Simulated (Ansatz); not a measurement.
Consider a 24-atom cell of Ru(S,Se)2 started in the pyrite structure, site fractions S 0.500, Se 0.500, short-range order +1.00 among the nearest mixed sites of the first mixed sublattice (0 is random, a negative value favours unlike neighbours), space group P-1 at the end. Its start:

```xyz
24
Lattice="5.8550 -0.0152 5.8539 -0.0014 5.8402 5.8400 -5.8210 0.0214 5.8199" Properties=species:S:1:pos:R:3 pbc="T T T"
Ru    -0.0772     2.8853     2.9682
Ru     0.0928     2.9580     8.7087
Ru    -2.8933     2.9657     5.7831
Ru     2.9089     2.8775     5.8938
Ru     2.8936    -0.0740     2.9324
Ru    -2.8766     0.0771     2.9045
Ru     0.0393    -0.0129     0.0609
Ru    -0.0223     0.0160     5.7760
S      2.2598     0.6694     5.1556
S     -3.5789     0.6991     5.1460
S      3.6109     5.1586    12.3752
S     -2.2265     5.1656    12.3508
Se     0.7407     5.1536    13.8806
S      0.6917     5.1715     8.0858
Se    -0.6911     0.6959     9.4702
S     -0.6761     0.6718     3.5912
Se    -0.7048     2.2187     6.5312
Se    -0.6833     2.2083    12.3865
Se     0.7204     3.6246     5.1457
Se     0.7329     3.6412    10.9643
Se    -2.1961     3.6504     9.4583
S      3.5976     3.5909     9.4325
Se    -3.6093     2.2143     8.0385
S      2.2730     2.2372     8.0983
```

Method: r2SCAN (plane waves to 500 eV, PAW; Ansatz, a first-principles code). Spin–orbit coupling is left out; the runs are not spin-polarised. Its k-point mesh 4×4×4, Fermi–Dirac width 0.01 eV.

Predict the alloy's volume and bond lengths.

volume per atom: 16.35 Å³
Ru–Se bonds (within 1.22 times the sum of covalent radii): 2.446 Å on average, from 2.407 to 2.478 (24)
Ru–S bonds (within 1.22 times the sum of covalent radii): 2.405 Å on average, from 2.362 to 2.445 (24)
